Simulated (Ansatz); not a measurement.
Consider these faces of antifluorite Mg2Si, relaxed from ideal cuts in 1x1 cells: (110), (111), (211).

All values below come from PBE (plane waves to 420 eV, PAW; Ansatz, a program for electronic structure).

Rank these by surface energy (lowest first), as PBE gives it.

(111) (0.58 J/m²), (110) (0.79 J/m²), (211) (1.02 J/m²)
